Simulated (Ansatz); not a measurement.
## CdSe: energy against strain

CdSe (zinc blende, F-43m, 28.116 Å³/atom at rest) under an equal strain ε in the (001) plane with the normal axis free, as in a coherent film. PBEsol in Ansatz, a plane-wave DFT program (PAW, default set), 420 eV, 9×9×9 Γ-centred mesh, Fermi-Dirac smearing 0.05 eV; ions are relaxed within the symmetry of each cell.

Here s stands for strain and y for E less E0.

```
strain (%)  E less E0 (meV/atom)
----------  --------------------
-1.50                       1.77
-1.00                       0.78
-0.50                       0.19
0.00                        0.00
0.50                        0.19
1.00                        0.74
1.50                        1.65
3.00                           ?
```

### Question
Using a parabola, estimate the missing y at s = 3.00 from the other rows, showing the fit.

### Answer
Least squares gives y = 0.000 - 0.0314·s + 0.7600·s². Residuals (row less fit): 0.013, -0.011, -0.016, 0.000, 0.016, 0.011, -0.013; standard error 0.016 (degrees of freedom: 4). Twice the quadratic coefficient over the volume, 2 × 0.7600 meV × 10⁴ × 0.1602 / 28.116 Å³, is twice the biaxial elastic modulus of this plane = 87 ± 0.8 GPa. At the withheld row, y = 0.000 - 0.0314 × 3.0 + 0.7600 × 3.0² = 6.746 meV/atom. The calculation gives 6.38 meV/atom, 0.366 meV/atom below the prediction (5.7 % of the range of y in the table). The row lies outside the fitted rows, so this is an extrapolation. From the scatter of the fitted rows alone, a prediction at this place has a standard error of 0.063 meV/atom, so the miss is 5.8 times that.

One order more, fitted to all 13 runs of the series, follows each within 0.01, so the miss is the next term of a smooth law. CdSe stands in this structure, whereas wurtzite is the usual form. Rows are the converged runs of the series near zero and its far end; series whose fitted rows scatter by over a few per cent of the range, as at a crossing or softening among them, aren't shown in this form. Most that stay on the fit to the last digits aren't either.
